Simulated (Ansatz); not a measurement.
Worked example: self-consistent single point of Zr2CuS4 (Fd-3m, 14 atoms in the cell) in Ansatz (a quantum-chemistry and plane-wave program).

Method: LDA (PW92), default PAW files made with PBE (plane waves; Ansatz).

```
Zr2CuS4
1.0
    0.00000     5.12310     5.12310
    5.12310     0.00000     5.12310
    5.12310     5.12310     0.00000
Zr Cu S
4 2 8
Cartesian
  6.40388   6.40388   6.40388
  6.40388   3.84232   3.84232
  3.84233   3.84233   6.40388
  3.84232   6.40388   3.84233
  0.00000   0.00000   0.00000
  2.56155   2.56155   2.56155
  3.84232   3.84232   3.84232
  8.96542   6.40388   6.40388
  6.40388   6.40388   3.84232
  6.40388   8.96542   6.40388
  3.84232   6.40388   6.40388
  8.96542   8.96542   8.96542
  6.40388   3.84232   6.40388
  6.40388   6.40388   8.96542
```

Reference input (self-consistent single point, DFT, LDA (PW92), plane waves, default PAW files made with PBE): basis.ecutwfc = 420 eV; kpoints.mp_grid.grid = 3 3 3; hamiltonian.xc = lda; hamiltonian.pseudopotentials = {kind: paw} (the program's default PAW files); scf.occupations.method = gaussian; scf.occupations.width = 0.1 eV. This run's input differs from it in these lines:

Ansatz 0.2 input:
```diff
@@ -28,3 +28,3 @@
 scf:
-  occupations: { method: gaussian, width: 0.1 }
+  occupations: { method: gaussian, width: 0.2 }
 output:
```

Output, abridged:

```
SCF iter   1: F=—  HF=-36397.417912 eV  |F-HF|=—  |Δ(HF+E_count)|=         —  Δρ=9.43e-3  dr2=1.89e-1  ethr=1.77e-3  ⟨swp⟩=5.2  Hψ=1101  notcnv=0
all-band conjugate gradients solve this SCF's bands
preconditioner: auto → LDOS
SCF iter   2: F=—  HF=-36397.471234 eV  |F-HF|=—  |Δ(HF+E_count)|=   5.33e-2  Δρ=1.60e-2  dr2=4.24e-1  ethr=1.41e-4  ⟨swp⟩=2.0  Hψ=670  notcnv=0  defer=10
   [... lines left out ...]
SCF iter   5: F=—  HF=-36397.376713 eV  |F-HF|=—  |Δ(HF+E_count)|=   3.81e-3  Δρ=5.21e-4  dr2=5.29e-4  ethr=1.59e-5  ⟨swp⟩=2.0  Hψ=412  notcnv=0
SCF iter   6: F=—  HF=-36397.376609 eV  |F-HF|=—  |Δ(HF+E_count)|=   1.04e-4  Δρ=4.91e-5  dr2=6.24e-6  ethr=3.95e-7  ⟨swp⟩=2.0  Hψ=442  notcnv=0
SCF iter   7: F=—  HF=-36397.376382 eV  |F-HF|=—  |Δ(HF+E_count)|=   2.26e-4  Δρ=2.57e-5  dr2=1.33e-6  ethr=4.65e-9  ⟨swp⟩=2.0  Hψ=581  notcnv=0
SCF iter   8: F=-36397.376382 eV  HF=-36397.376382 eV  |F-HF|=8.01e-9  |Δ(HF+E_count)|=   2.94e-7  Δρ=4.27e-6  dr2=4.25e-8  ethr=7.46e-11  ⟨swp⟩=8.0  Hψ=1427  notcnv=0
SCF 1 converged in 8 iterations: F = -36397.376382 eV  dr2 = 4.25e-8
Free energy (F): -36397.376382 eV
Internal energy: -36397.267896 eV  (E = F + TS)
E sigma→0 (E₀):  -36397.322139 eV
Entropy (-TS):   -0.108487 eV (-7.749 meV/atom)
Fermi energy:    10.095046 eV
--- Forces (eV/Å), atoms counted from 1 ---
  atom   1  Zr    -0.00000000     0.00000000     0.00000000
  atom   2  Zr    -0.00000000     0.00000000     0.00000000
  atom   3  Zr    -0.00000000    -0.00000000    -0.00000000
  atom   4  Zr    -0.00000000    -0.00000000    -0.00000000
  atom   5  Cu     0.00000000     0.00000000     0.00000000
  atom   6  Cu    -0.00000000    -0.00000000     0.00000000
  atom   7  S      0.09163109     0.09163109     0.09163109
  atom   8  S     -0.09163109     0.09163109     0.09163109
   [... lines left out ...]
  atom  14  S      0.09163109     0.09163109    -0.09163109
--- Stress (GPa, compression-positive) ---
       -1.518332      -0.000000      -0.000000
        0.000000      -1.518332       0.000000
        0.000000       0.000000      -1.518332
  P = ⅓ Tr σ = -1.5183 GPa (-15.183 kbar)
  The stress holds the Pulay correction. Without it, at fixed plane waves, as pw.x and ABINIT print it: P = -1.5486 GPa
```

The run converged in 8 iterations. Against the reference run the free energy goes down by 3.2 meV/atom, the pressure moves little (-1.53 to -1.52 GPa) and the largest force goes from 0.167 to 0.159 eV/Å.

The starting cell comes from a database of published, mostly measured structures (it also holds non-ambient and calculated ones), without a prior relaxation at this level. Its lattice was rescaled by a random factor within 2.5 % of one. Spin polarisation is off. Ansatz's pressure includes its estimate of the finite-basis (Pulay) stress.
